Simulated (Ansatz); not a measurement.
Base system: a 16-atom supercell of SiC (space group P6_3mc, No. 186; a = 3.094 Å, c = 10.129 Å) at its relaxed geometry.

Computed with PBE/PAW in Ansatz (a program for electronic structure), no spin-orbit coupling.

One neutral defect a cell, atoms relaxed at fixed cell.

One change was made to it. Results:

```csv
quantity,base,after
pressure,0.0 GPa,7.4 GPa
largest displacement of a host atom from its site in the perfect cell,–,0.15 Å
```

**Question.** Which of these changes matches the shifts?
(A) H interstitial (started 1.98 Å from the nearest host atom), symmetric start
(B) C on a Si site (antisite)
(C) Re on a Si site
(D) C interstitial (started 1.98 Å from the nearest host atom), symmetric start
(E) Pb on a C site, symmetric start

**Answer.** C, Re on a Si site. For comparison, the pressure in the other runs: C on a Si site (antisite) gives -11.2 GPa; H interstitial (started 1.98 Å from the nearest host atom), symmetric start gives 2.4 GPa; Pb on a C site, symmetric start gives 30.3 GPa; C interstitial (started 1.98 Å from the nearest host atom), symmetric start gives 13.8 GPa.

The magnetic state is the one reached from the starting moments; the real material's order can differ, and small cells can't hold many antiferromagnetic ones. The cell is small, so the values are those of an ordered compound at a high defect concentration; dilute-limit values will differ. The mesh was chosen for an insulator and is coarse for the gapless case. Defects with a symmetric start kept the site's symmetry and may sit on a saddle; the others started slightly shaken. Starting moments died away, wholly or in part, for Re on a Si site, C on a Si site (antisite), Pb on a C site and C interstitial (started 1.98 Å from the nearest host atom); another magnetic solution may exist.
